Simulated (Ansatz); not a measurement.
**Effect of uniaxial strain ε_xx = +1.35 % on TaAl3**

Start from TaAl₃ (space group I4/mmm, No. 139; a = 3.8293 Å, c = 8.5037 Å; relaxed with 0.1 eV smearing). Axes: x, y, z lie along a, b, c of the conventional cell.

The change: uniaxial strain ε_xx = +1.35 %, all other strain components held at zero; the atoms relax in the strained cell.

Method: PBEsol/PAW in Ansatz (an electronic-structure program), scalar-relativistic without spin-orbit coupling. Settings: 21×21×21 k-points, 0.1 eV Fermi–Dirac smearing.

| quantity | base | changed | shift |
|---|---|---|---|
| volume per atom | 15.59 Å³ | 15.80 Å³ | +0.21 Å³ |
| shortest interatomic distance | 2.708 Å | 2.726 Å | +0.018 Å |
| energy relative to the base (free energy F) | 0 meV/atom | +2.2 meV/atom | +2.2 meV/atom |
| band gap | zero | zero | – |
| stress (xx, yy, zz, yz, xz, xy; compression positive) | – | (-3.4, -1.3, -0.7, 0.0, 0.0, 0.0) GPa | – |

Cost of the whole job for the changed cell (relaxation, final SCF and bands): roughly 2.4 core-minutes.

Spin-orbit coupling, missing from the scalar runs, can matter with Ta. Whether these cells are dynamically stable was not tested. The final runs are not spin-polarised.
